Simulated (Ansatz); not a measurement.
**Sn on the Si site (Sn_Si) (4H silicon carbide host)**

The numbers are results of PBE, PAW (plane waves to 420 eV; Ansatz, a first-principles code), not measurements. A 3×2×1 supercell of 96 sites was used; the energies come from a 2×2×2 shifted sampling of its zone. Site at the start: the Si(h) site. Energies of charged states are corrected for periodic images (point charge plus alignment at distant sites). Dielectric constants: PBE linear response of the host. Host gap at this level: 2.23 eV. A cell of this size leaves errors of a few tenths of an eV. Levels are measured in PBE's own, too narrow, gap. Spin–orbit coupling is left out, which matters for these heavy elements. Each state is the lowest found from its start.

```tsv
charge	moment (μB)	largest move off a lattice site (Å)	image correction with alignment (eV)
+1*	quenched	0.21	–
0	not spin-polarised	0.21	0.00
−1*	quenched	0.21	–
```

* At this level the carrier isn't localised at the defect: at charge +1 holes occupy the valence band; at charge −1 electrons occupy the conduction band. Such a state is shallow or no state of the defect, and this cell gives it no level.

Starting moments that weren't kept: charge +1 began with 1 μB and ended with 0.0; charge −1 began with 1 μB and ended with 0.0.

No other site or start that was run ended lower by more than 0.1 eV.

Flagged in the runs: a host whose relaxation on this sampling wasn't shown to rest, a strain field that reaches the edge of the cell.
